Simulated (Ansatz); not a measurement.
Where the default PAW files enter, the runs use the earlier of Ansatz's two default sets.

The decay constant κ of evanescent states in the gap governs leakage through a thin film.

Data:

```xyz
4
Lattice="3.2373 0.0000 0.0000 0.0000 5.2221 0.0000 1.6187 0.0000 2.8036" Properties=species:S:1:pos:R:3 pbc="T T T"
Zn     3.2374     2.6079     1.8691
Zn     1.6187     5.2190     0.9345
O      3.2374     0.6281     1.8691
O      1.6187     3.2391     0.9345
```

Space group of this cell: P6_3mc, wurtzite. The cell is taken as given.

Transport runs along the normal of the first two printed cell vectors, the (100) plane of the conventional cell.

The gap is the functional's own, uncorrected, and κ follows it; spin-orbit coupling is left out. Mid-gap means the computed energy nearest the middle.

Q: State the band gap and the smallest decay constant κ at mid-gap according to r2SCAN in Ansatz (a program for electronic structure).

A: Gap 1.23 eV on a 10×6×10 mesh; κ = 0.127 1/Å, at the zone centre.
